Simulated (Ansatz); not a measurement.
Pt, response to strain and stress

Start from Pt in the fcc (Cu type) structure (space group Fm-3m, No. 225; a = 3.942 Å; relaxed with 0.1 eV smearing). Axes: x, y, z lie along the cube axes.

Strains are applied to the cell and any free atomic positions relax; under biaxial strain the out-of-plane vector relaxes too; under stress the whole cell relaxes.

The values are results of r2SCAN (Ansatz, an electronic-structure program, PAW, spin-orbit coupling left out), earlier PAW set, not measurements.

Candidates:
(a) uniaxial stress, 3 GPa compression along z
(b) strain tensor (xx, yy, zz, yz, xz, xy) = (+2.40, −0.36, −3.28, +0.41, −0.35, −1.19) %
(c) biaxial strain −2.39 %, plane normal [111], relaxed out of plane
(d) uniaxial strain ε_yy = +5.86 %

Notes on the quantities. energy relative to the base: free energy F.

Question: Order them by energy relative to the base, highest first.

Answer: (d) uniaxial strain ε_yy = +5.86 % (+48 meV/atom), (c) biaxial strain −2.39 %, plane normal [111], relaxed out of plane (+20 meV/atom), (b) strain tensor (xx, yy, zz, yz, xz, xy) = (+2.40, −0.36, −3.28, +0.41, −0.35, −1.19) % (+11 meV/atom), (a) uniaxial stress, 3 GPa compression along z (+3.9 meV/atom)

Beyond what the load breaks, stability against distortions was not tested. The final runs are not spin-polarised. Pt lies near a magnetic instability that expansion can trigger; it was not tested.
